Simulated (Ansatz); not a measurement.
Start from BN in the zinc blende structure (space group F-43m, No. 216; a = 3.5805 Å). Axes: x, y, z lie along the cube axes.

Level of theory: Ansatz (a program for electronic structure) LDA, without spin-orbit coupling.

Modification: biaxial strain +0.42 %, plane normal [111], relaxed out of plane (Cartesian); in-plane vectors clamped, the third vector and the atoms free.

**Question.** Estimate the effect on the out-of-plane strain.

**Answer.** The out-of-plane strain comes out as -0.07 %.

**Question.** What happens to the energy relative to the base?

**Answer.** The energy goes up by 0.7 meV/atom.

Whether these cells are dynamically stable was not tested.
